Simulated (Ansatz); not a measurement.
Functionals compared on a constructed model of the (110) surface of bcc W, a pseudomorphic layer of Au in the host's stacking (bottom of the slab: a bare face, its two planes held), in Ansatz (plane waves, PAW). The structure was relaxed with PBE; the other rows are single points on it. Cutoff 420 eV (500 eV for r2SCAN).

Model: 7-atom slab, 13.9 Å thick at the start with caps and adatoms (thin: gaps and levels are the slab's own), 14x14x1 mesh, Fermi-Dirac 0.1 eV, dipole correction, 2 atoms held, the rest relaxed; symmetry of the start imposed; no spin, no spin-orbit, no U. It is one candidate, not shown to be the stable structure of the face. These notes are the PBE run's.

| functional | work function of the top face (eV) | rough cost of the single point |
|---|---|---|
| PBE | 4.99 | – |
| RPBE | (withheld) | very roughly 60 core-seconds |
| r2SCAN | 4.99 | roughly 100 core-seconds |

### Question
Fill in the missing entries.

### Answer

- RPBE, work function of the top face (eV): 4.81

Ansatz is a quantum-chemistry and plane-wave program.
